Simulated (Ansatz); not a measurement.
```xyz
8
Lattice="2.7225 -2.7322 0.0000 2.7225 2.7322 0.0000 0.0000 0.0000 7.4545" Properties=species:S:1:pos:R:3 pbc="T T T"
W      2.7225    -0.3195     5.5909
W      2.7225     0.3195     1.8636
O      2.7225     0.0000     3.7272
O      2.7225     0.0000     0.0000
O      1.3545    -1.2590     1.8636
O      4.0905     1.2590     5.5909
O      1.3545     1.2590     5.5909
O      4.0905    -1.2590     1.8636
```

No spin polarisation.

Method: PBEsol (Ansatz, a quantum-chemistry and plane-wave program, PAW, scalar-relativistic without spin-orbit coupling). Settings: 9×9×5 k-points, 0.05 eV Fermi–Dirac smearing.

What is the computed band gap?

1.34 eV.

What electron mass does the calculation give?

0.51 mₑ along a, 0.62 mₑ along b, 0.20 mₑ along c (at Γ).

Predict the gap character.

Indirect, Y → Γ.

With W present, leaving out spin-orbit coupling can change the band edges. Load acts through the strain it causes; cell and atoms are relaxed under it. Masses are band curvatures over ±0.01 Å⁻¹ around the edge. No phonon test of stability was made. The cell was made from WO₃ (space group Cmcm, No. 63; a cell from a computed database, its experimental status unchecked) by this change: pressure 0.7 GPa.
